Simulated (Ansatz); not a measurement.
Input:

```xyz
8
Lattice="6.2106 0.0000 0.0000 0.0000 6.2106 0.0000 3.1053 -3.1053 6.5160" Properties=species:S:1:pos:R:3 pbc="T T T"
In     3.1053     3.1053     0.0000
In     6.2106     3.1053     3.2580
Te     1.5526     4.7292     1.6290
Te     7.8345     1.5526     4.8870
Te     4.6579     1.4814     1.6290
Te     4.5867    -1.5526     4.8870
Ag     0.0000     0.0000     0.0000
Ag     3.1053     0.0000     3.2580
```

No spin polarisation.

Method: LDA (Ansatz, a quantum-chemistry and plane-wave program, PAW, no spin-orbit coupling). Settings: 7×7×7 k-points, 0.05 eV Fermi–Dirac smearing.

**Question.** Predict the pressure, band gap and space group.

**Answer.** Pressure (mean of the normal stresses, compression positive): 0.7 GPa
Band gap: zero
Space group: I-42d (No. 122)

Spin-orbit coupling, missing from the scalar runs, can matter with Te. The cells carry an imposed strain or load. Stability against distortions was not tested. All final runs are without spin polarisation. The cell was made from InAgTe$_{2}$ in the chalcopyrite structure (space group I-42d, No. 122) by this change: biaxial strain −2.25 %, plane normal [001], relaxed out of plane. Gaps under 0.05 eV, about the width of the smearing, are given as zero. The zero or small gap of InAgTe2 can change with the level of theory.
